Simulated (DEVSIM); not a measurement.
Structure: abrupt Si n-p junction, at 300 K.

```
layer (left to right)  material  thickness (μm)  Nd (cm⁻³)  Na (cm⁻³)  τn (s)  τp (s)
---------------------  --------  --------------  ---------  ---------  ------  ------
1                            Si           0.120     1.8e15          -  3.2e-5  3.2e-5
2                            Si            21.0          -     3.2e15  3.2e-5  3.2e-5
```

Left contact: ohmic. Right contact: ohmic. Voltage is applied to the left contact. Recombination: SRH at mid-gap, Auger. Mobility is constant in doping.

This is a model device: material constants are rounded textbook-type values typed into the input, and sizes, dopings and lifetimes were drawn at random. Values at 300 K.

| parameter | Si |
|---|---|
| gap (eV) | 1.124 |
| affinity (eV) | 4.05 |
| permittivity | 11.7 |
| Nc (cm⁻³) | 2.86e19 |
| Nv (cm⁻³) | 3.1e19 |
| μn (cm²/Vs) | 1417 |
| μp (cm²/Vs) | 470 |
| Cn (cm⁶/s) | 2.8e-31 |
| Cp (cm⁶/s) | 9.9e-32 |

Model (solved in DEVSIM): 1D drift-diffusion, Boltzmann statistics, complete ionisation; no tunnelling, impact ionisation, image-force lowering or self-heating.

The thickness of layer 1 was swept, all else fixed.

```
thickness of layer 1 (μm)  dark forward voltage at 1 A/cm² (V)  dark forward voltage at 100 A/cm² (V)  largest field in the device at zero bias (V/cm)
-------------------------  -----------------------------------  -------------------------------------  -----------------------------------------------
0.024                                                    0.441                             (withheld)                                            23000
0.042                                                    0.443                                  1.317                                            23000
0.072                                                    0.447                                  1.302                                            21000
0.12                                                     0.454                                  1.268                                            20000
0.2                                                      0.469                                  1.203                                            18000
0.36                                                     0.493                                  1.108                                            15000
0.6                                                      0.516                                  1.034                                            14000
```

### Question
Some entries are withheld; supply them.

### Answer

- 0.024, dark forward voltage at 100 A/cm² (V): 1.323
